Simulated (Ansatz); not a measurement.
# HfN in the rock salt structure (space group Fm-3m, No. 225)

```
HfN
1.0
    0.00000     2.27401     2.27401
    2.27401     0.00000     2.27401
    2.27401     2.27401     0.00000
N Hf
1 1
Direct
  0.00000   0.00000   0.00000
  0.50000   0.50000   0.50000
```

Computed with PBE/PAW in Ansatz (a quantum-chemistry and plane-wave program), spin-orbit coupling left out, earlier PAW set. Γ-centred 18×18×18 mesh, Fermi–Dirac width 0.05 eV.

* **Volume per atom**: 11.76 Å³
* **Density**: 13.59 g/cm³
* **Band gap**: zero
* **Total energy**: -8054.764 eV/atom (σ→0; compares only within this code and set-up)

Stability against distortions was not tested. All final runs are without spin polarisation. An odd electron count without spin: HfN.
